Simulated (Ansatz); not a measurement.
Consider the following.

End structure of the (210) surface of fcc Rh in its 1x1 cell, outermost plane spacing 0.86 Å in the ideal cut:

```
CELL_PARAMETERS angstrom
      3.83000     0.00000     0.00000
     -1.91500     4.28207     0.00000
      0.00000     0.00000    26.50000
ATOMIC_POSITIONS crystal
  Rh 0.29999 0.59992 0.31120
  Rh 0.60042 0.20089 0.34048
  Rh 0.90239 0.80489 0.36920
  Rh 0.19865 0.39728 0.40334
  Rh 0.49700 0.99404 0.43611
  Rh 0.79851 0.59694 0.46761
  Rh 0.10000 0.20000 0.50000
  Rh 0.40149 0.80306 0.53239
  Rh 0.70300 0.40596 0.56389
  Rh 0.00136 0.00272 0.59666
  Rh 0.29761 0.59511 0.63080
  Rh 0.59958 0.19911 0.65952
  Rh 0.90001 0.80008 0.68880
```

Set-up: 13 atoms, 10.3 Å thick at the start (thin: gaps and levels are the slab's own); mesh 11x9x1; 0.1 eV smearing; dipole correction on; single point; on the structure that PBE left under its start's symmetry; no spin, no spin-orbit, no U.

Problem. What surface energy (mean of both faces) does r2SCAN, at the PBE geometry (Ansatz, a first-principles code) give?

Solution. 2.79 J/m²

Problem. Estimate the work function of the top face that r2SCAN, at the PBE geometry returns for this input.

Solution. 4.52 eV
